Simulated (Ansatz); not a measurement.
**What N → Sb does to TaN**

Start from TaN in the rock salt structure (space group Fm-3m, No. 225; a = 4.376 Å).

Now apply this change: Sb takes the place of N on all its sites; the structure is relaxed again.

Calculations: PBEsol (Ansatz, a first-principles code; PAW; 420 eV plane waves; no spin-orbit coupling). k-mesh 14×14×14 (Γ-centred); smearing 0.05 eV (Fermi–Dirac), for the changed cell.

| quantity | base | changed | shift |
|---|---|---|---|
| volume per atom | 10.47 Å³ | 21.74 Å³ | +11.27 Å³ |
| density | 15.46 g/cm³ | 11.56 g/cm³ | -3.90 g/cm³ |
| lattice parameter a | 4.376 Å | 5.582 Å | +1.2066 Å |
| space group | Fm-3m (No. 225) | Fm-3m (No. 225) | – |
| shortest interatomic distance | 2.188 Å | 2.791 Å | +0.603 Å |
| band gap | zero | zero | – |

Cost of the whole job for the changed cell (relaxation, final SCF and bands): around 40 core-seconds (rough).

Stability against distortions was not tested. As relaxed here, TaSb is a hypothetical phase, not in the database extracts checked. The final runs are not spin-polarised. TaSb has a high density of states at the Fermi level and may be magnetic at this level. This is not the structure that TaN has at room temperature and ambient pressure.
